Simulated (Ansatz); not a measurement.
Ansatz (a quantum-chemistry and plane-wave program) run on ZnCu2SnSe4 (Fmm2, 8 atoms in the cell): self-consistent single point.

Computed with LDA (PW92), default PAW files made with PBE (plane waves; Ansatz).

```xyz
8
Lattice="-2.8933 2.8933 5.7892 2.8933 -2.8933 5.7892 2.8933 2.8933 -5.7892" Properties=species:S:1:pos:R:3 pbc="T T T"
Zn     0.0000     0.0000     0.0500
Cu     0.0000     2.8933     2.8946
Cu     2.8933     0.0000     2.8946
Sn     0.0000     0.0000     5.7892
Se     1.4991     1.4991     4.2238
Se     1.4991    -1.4991     7.3546
Se     1.3942     1.3942    -1.5654
Se    -1.4991     1.4991     7.3546
```

Reference input (self-consistent single point, DFT, LDA (PW92), plane waves, default PAW files made with PBE): basis.ecutwfc = 30.9 Ry; kpoints.mp_grid.grid = 4 4 4; hamiltonian.xc = lda; hamiltonian.pseudopotentials = {kind: paw} (the program's default PAW files); scf.occupations.method = gaussian; scf.occupations.width = 0.0073 Ry. This run's input differs from it in these lines:

Ansatz 0.2 input:
```diff
@@ -18,3 +18,3 @@
 kpoints:
-  mp_grid: { grid: [4, 4, 4] }
+  mp_grid: { grid: [7, 7, 7] }
 hamiltonian:
@@ -23,3 +23,3 @@
 scf:
-  occupations: { method: gaussian, width: 0.0073 Ry }
+  occupations: { method: gaussian, width: 0.0735 Ry }
 output:
```

Output, abridged:

```
SCF iter   1: F=—  HF=-43773.248453 eV  |F-HF|=—  |Δ(HF+E_count)|=         —  Δρ=2.13e-2  dr2=6.72e-1  ethr=1.77e-3  ⟨swp⟩=7.9  Hψ=22144  notcnv=0
all-band conjugate gradients solve this SCF's bands
preconditioner: auto → LDOS
SCF iter   2: F=—  HF=-43773.205610 eV  |F-HF|=—  |Δ(HF+E_count)|=   4.28e-2  Δρ=1.16e-2  dr2=1.29e-1  ethr=5.25e-4  ⟨swp⟩=2.0  Hψ=7352  notcnv=0
   [... lines left out ...]
SCF iter   5: F=—  HF=-43773.158174 eV  |F-HF|=—  |Δ(HF+E_count)|=   3.22e-3  Δρ=9.82e-4  dr2=1.32e-3  ethr=1.58e-5  ⟨swp⟩=2.0  Hψ=5795  notcnv=0
SCF iter   6: F=—  HF=-43773.157905 eV  |F-HF|=—  |Δ(HF+E_count)|=   2.69e-4  Δρ=2.20e-4  dr2=7.39e-5  ethr=1.03e-6  ⟨swp⟩=2.0  Hψ=6613  notcnv=0
SCF iter   7: F=—  HF=-43773.157869 eV  |F-HF|=—  |Δ(HF+E_count)|=   3.59e-5  Δρ=3.45e-5  dr2=1.31e-6  ethr=5.77e-8  ⟨swp⟩=2.0  Hψ=5974  notcnv=0
SCF iter   8: F=-43773.157869 eV  HF=-43773.157869 eV  |F-HF|=9.53e-10  |Δ(HF+E_count)|=   6.26e-8  Δρ=4.95e-6  dr2=1.95e-8  ethr=7.81e-11  ⟨swp⟩=9.5  Hψ=27987  notcnv=0
SCF 1 converged in 8 iterations: F = -43773.157869 eV  dr2 = 1.95e-8
Free energy (F): -43773.157869 eV
Internal energy: -43772.078292 eV  (E = F + TS)
E sigma→0 (E₀):  -43772.618081 eV
Entropy (-TS):   -1.079577 eV (-134.947 meV/atom)
Fermi energy:    7.854749 eV
--- Forces (eV/Å), atoms counted from 1 ---
  atom   1  Zn    -0.00000000    -0.00000000    -0.22645285
  atom   2  Cu    -0.00000000     0.00000000     0.02085577
  atom   3  Cu     0.00000000     0.00000000     0.02085577
  atom   4  Sn    -0.00000000    -0.00000000    -0.07913732
  atom   5  Se     0.30200351     0.30200351    -0.16488728
  atom   6  Se     0.23796355    -0.23796355     0.29682907
  atom   7  Se    -0.30200351    -0.30200351    -0.16488728
  atom   8  Se    -0.23796355     0.23796355     0.29682907
--- Stress (GPa, compression-positive) ---
       -4.422281      -0.168445      -0.000000
       -0.168445      -4.422281       0.000000
       -0.000000       0.000000      -4.478747
  P = ⅓ Tr σ = -4.4411 GPa (-44.411 kbar)
  The stress holds the Pulay correction. Without it, at fixed plane waves, as pw.x and ABINIT print it: P = -4.4823 GPa
```

The run converged in 8 iterations. Against the reference run the free energy goes down by 55.1 meV/atom, the pressure goes from -5.66 to -4.44 GPa and the largest force goes from 0.243 to 0.458 eV/Å.

The starting cell comes from a database of computed structures (which also holds hypothetical and non-ambient phases and stackings), without a prior relaxation at this level. Its lattice was rescaled by up to half a per cent. One atom was moved a little off its site on purpose. Spin polarisation is off. With a pressure of about -4 GPa the cell is away from its equilibrium volume at this level. Ansatz's pressure includes its estimate of the finite-basis (Pulay) stress. The run gives no clean gap (levels at the Fermi energy touch, overlap or are partly filled at this smearing), which alone does not show that the compound is a metal.

Cost on one core of a shared machine: roughly 90 s.
